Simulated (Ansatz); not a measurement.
Take GaN in the zinc blende structure (space group F-43m, No. 216; a = 4.4979 Å) as the base.

Now apply this change: F takes the place of N on all its sites; the structure is relaxed again.

Level of theory: r2SCAN (Ansatz, a program for electronic structure, PAW, scalar-relativistic without spin-orbit coupling).

Base, band edges from the VBM (valence, conduction): X -2.80, 3.77; W -3.72, 6.74; L -1.00, 5.22; Γ 0.00, 2.17; K -2.25, 5.48; U -2.25, 5.48 eV.

Task: Give the band edges at the high-symmetry points of the new zone, measured from its valence-band maximum.

Result: 
| point | valence edge (eV) | conduction edge (eV) |
|---|---|---|
| Γ | -3.89 | 6.89 |
| X | 0.00 | 2.21 |
| U | -0.10 | 2.98 |
| K | -0.10 | 2.98 |
| L | -1.13 | 2.73 |
| W | 0.00 | 3.33 |

The gap is 2.21 eV, direct at X.

No phonon test of stability was made. As relaxed here, GaF is a hypothetical phase, not in the database extracts checked. This is not the structure that GaN has at room temperature and ambient pressure.
